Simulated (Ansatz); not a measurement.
Partial pair distribution functions of a relaxed model of amorphous In24O39Sb2, broadened by 0.06 Å; density 6.42 g/cm³. Level of theory: PBE, scalar-relativistic without spin-orbit coupling (plane waves to 420 eV, PAW; Ansatz, a first-principles code).

A CHGNet melt-quench gave the starting glass, which DFT then relaxed. O atoms were pushed apart under 1.9 Å during the dynamics, to hinder bonds among them. The hot cell started wider than the set density and was brought back towards it in steps. It is the lowest in DFT energy of 2 quenches. It is a model cell: composition and starting density were chosen by hand, and all elements were melted together. No dispersion term was used. Its density started from a set value of 6.42 and ended at 6.42 g/cm³. The simulated quench (nominally 330 K/ps over its main leg) is rapid and tends to freeze in more defects than a deposited or slowly cooled glass has. Values belong to this one cell and scatter from quench to quench. The volume was held where the preparation left it and the shape relaxed, at a PBE pressure of -1.7 GPa (tension). Stress components on the final sampling reach 1.8 GPa.

```
r (Å)  g In-O  g O-Sb  g In-In  g O-O
-----  ------  ------  -------  -----
1.75     0.00    0.00     0.00   0.00
1.85     0.00    0.33     0.00   0.00
1.95     0.29    4.50     0.00   0.00
2.05     3.16    9.60     0.00   0.00
2.15     7.47    4.40     0.00   0.00
2.25     5.10    1.58     0.00   0.00
2.35     2.82    1.26     0.00   0.00
2.45     1.32    0.27     0.00   0.04
2.55     0.49    0.00     0.00   0.19
2.65     0.32    0.00     0.00   0.93
2.75     0.11    0.00     0.00   2.08
2.85     0.21    0.00     0.00   2.06
2.95     0.25    0.04     0.00   2.01
3.05     0.25    0.70     0.09   1.97
3.15     0.21    1.17     0.66   2.18
3.25     0.29    1.15     1.55   2.01
3.35     0.28    0.65     2.32   1.63
3.45     0.24    0.03     3.10   1.60
3.55     0.51    0.00     3.22   1.39
3.65     0.64    0.15     3.33   1.14
3.75     0.72    0.63     2.68   0.89
3.85     0.93    1.52     1.75   0.95
3.95     1.13    1.70     1.82   0.77
4.05     1.25    1.13     1.69   0.45
4.15     1.18    1.09     0.98   0.47
4.25     1.18    1.37     0.41   0.69
4.35     1.26    1.46     0.53   0.84
4.45     0.99    1.20     0.59   0.75
4.55     1.20    1.88     0.45   0.65
4.65     1.33    1.85     0.37   0.73
4.75     1.41    1.30     0.29   0.70
```

Within 2.74 Å each In has 5.46 O neighbours on average.
